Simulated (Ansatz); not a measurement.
## Amorphous Hf$_{18}$O$_{39}$Al$_{2}$

The cell was made by melting and quenching with the CHGNet potential and then relaxed with DFT. O atoms were pushed apart under 1.9 Å during the dynamics, to hinder bonds among them. The hot cell started wider than the set density and was brought back towards it in steps. It is the lowest in DFT energy of 2 quenches. It is a model cell: composition and starting density were chosen by hand, and all elements were melted together. No dispersion term was used.

Methods: PBE, scalar-relativistic without spin-orbit coupling (Ansatz, a first-principles code); r2SCAN, scalar-relativistic without spin-orbit coupling (Ansatz); HSE06, scalar-relativistic without spin-orbit coupling (Ansatz). Geometry, pressure, stress and energy are those of the PBE run. Its sampling: a 2×2×2 Γ-centred mesh; Fermi-Dirac width 0.02 eV; no spin polarisation. Other functionals are single points at the zone centre (r2SCAN at 500 eV; exact exchange cut at the cell's faces), free to take moments where seeds were set. At PBE the levels at the filled edge of the gap are localised (band-tail or defect states).

```yaml
number_of_atoms_in_the_cell: 59
Density (held, not predicted): 8.56 g/cm³
volume_per_atom: 12.79 Å³
Pressure on a 2×2×2 Γ-centred mesh: -1.31 GPa
Largest force and stress component on that mesh (the relaxation ran on the zone centre alone): 0.13 eV/Å and 1.4 GPa
Energy relative to HfO2 (P2_1/c) + corundum (lowest mix at this level among the phases computed, not always the ambient ones): 0.192 eV/atom
Level gap on a 2×2×2 Γ-centred mesh (PBE): 3.82 eV
Level gap at the zone centre (PBE): 3.89 eV
Level gap at the zone centre (r2SCAN): 4.34 eV
Level gap at the zone centre (HSE06): 5.44 eV
```

Bonds are counted up to Hf-Hf 3.34 Å, Hf-O 2.64 Å, Hf-Al 3.00 Å, O-O 1.58 Å, O-Al 2.24 Å, Al-Al 2.66 Å. Two cations that share two anions don't count as bonded, nor two that share one unless they lie closer than Hf-Hf 3.25 Å, Hf-Al 2.92 Å, Al-Al 2.59 Å.

The mean coordination of Hf by anions is 6.28 (2 with 5, 10 with 6, 5 with 7, 1 with 8). The mean coordination of O is 3.13 (1 with 2, 32 with 3, 6 with 4), the mean coordination of Al by anions comes out as 4.50 (1 with 4, 1 with 5) and the mean Hf-O bond is 2.149 Å (spread 0.118 Å, 113 counted). The mean O-Al bond is 1.839 Å (spread 0.068 Å, 9 counted).

Its density started from a set value of 8.56 g/cm³. The simulated quench (nominally 450 K/ps over its main leg) is rapid and tends to freeze in more defects than a deposited or slowly cooled glass has. Values belong to this one cell and scatter from quench to quench. The volume was held where the preparation left it and the shape relaxed, at a PBE pressure of -1.3 GPa (tension). Stress components on the final sampling reach 1.4 GPa. On a 2×2×2 Γ-centred mesh force components of up to 0.13 eV/Å stay, since the relaxation ran on the zone centre alone.
